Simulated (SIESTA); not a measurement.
Band structure of VN (P-6m2, 2 atoms in the cell).

```xyz
2
Lattice="2.7339 0.0000 0.0000 -1.3670 2.3676 0.0000 0.0000 0.0000 2.6414" Properties=species:S:1:pos:R:3 pbc="T T T"
V      1.3670     0.7892     0.0000
N      0.0000     1.5784     1.3207
```

Computed with SIESTA with GGA PBEsol, numerical atomic orbitals DZP, PseudoDojo PBEsol standard norm-conserving potentials (rewritten from UPF to PSML).

Settings: XC.functional = GGA; XC.authors = PBEsol; potentials = PseudoDojo PBEsol standard; PAO.BasisSize = DZP; PAO.EnergyShift = 0.01 Ry; MeshCutoff = 350 Ry; kgrid.MonkhorstPack = 18 18 16; OccupationFunction = FD; ElectronicTemperature = 580.23 K; MaxSCFIterations = 150; SCF.Mixer.Method = Broyden; SCF.Mixer.Weight = 0.1; SCF.Mixer.History = 8; SCF.DM.Tolerance = 1.0E-05.

The starting cell comes from a database of computed structures (which also holds hypothetical and non-ambient phases and stackings), without a prior relaxation at this level. Spin polarisation is off, so a magnetic state, if there is one, cannot be reached. Values carry the incompleteness of an atom-centred basis.

Levels in eV from the Fermi level, bands 6 to 11:
```
point      6      7      8      9     10    11
-----  -----  -----  -----  -----  -----  ----
Γ      -3.52  -3.52  -2.89  -1.47   1.83  1.83
M      -7.60  -3.86  -2.44  -2.15   1.41  2.62
K      -6.31  -5.57  -3.79   0.44   0.50  1.29
A      -8.21  -2.65  -2.65  -0.18  -0.18  2.20
L      -6.54  -5.79  -4.64   0.06   2.48  2.88
H      -7.32  -6.22  -3.50  -0.21   2.59  3.03
```

Bands cross the Fermi level along this path, so the cell is metallic at this level.

Higher empty bands are left out: an atom-centred basis made for the valence describes them poorly.
